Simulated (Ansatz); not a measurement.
Base system: BeSe in the zinc blende structure (space group F-43m, No. 216).

```xyz
2
Lattice="0.0000 2.5408 2.5408 2.5408 0.0000 2.5408 2.5408 2.5408 0.0000" Properties=species:S:1:pos:R:3 pbc="T T T"
Be     0.0000     0.0000     0.0000
Se     1.2704     1.2704     1.2704
```

Cartesian axes are those of the cell as printed.

All numbers come from plane-wave PAW DFT at the LDA level (Ansatz, a program for electronic structure, 420 eV), without spin-orbit coupling.

Before the change:

```
Item        Value
--------  -------
Band gap  2.40 eV
```

Modification: the cell is stretched by 1.00 % along z with no lateral relaxation, atoms relaxed at fixed cell.

Problem. How does this affect the stress and band gap?

Solution. The stress (xx, yy, zz, yz, xz, xy; compression positive) is (-0.55, -0.55, -1.37, 0.00, 0.00, 0.00) GPa; the band gap decreases by 0.02 eV to 2.38 eV.

The cells carry an imposed strain or load. Stability against distortions was not tested.
